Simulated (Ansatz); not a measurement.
# hypothetical bcc (W type) B with two functionals

Base system: B in the bcc (W type) structure (space group Im-3m, No. 229; a = 2.307 Å; a hypothetical phase, not in the database extracts checked).

(Cell as relaxed with PBE.)

Levels (all Ansatz, a program for electronic structure, PAW): PBE (420 eV, spin-orbit coupling left out); PBEsol (420 eV, scalar-relativistic without spin-orbit coupling).

Each level relaxes its own structure.

| quantity | PBE | PBEsol |
|---|---|---|
| volume per atom | 6.14 Å³ | 6.06 Å³ |
| lattice parameter a | 2.307 Å | 2.297 Å |
| band gap | zero | zero |

PBE's volume per atom lies 0.08 Å³ above PBEsol's (1.3 %); PBE's lattice parameter a lies 0.010 Å above PBEsol's (0.4 %); the two agree on the band gap. Neither level is exact; PBEsol is the comparison here, not a measurement.

No phonon test of stability was made.
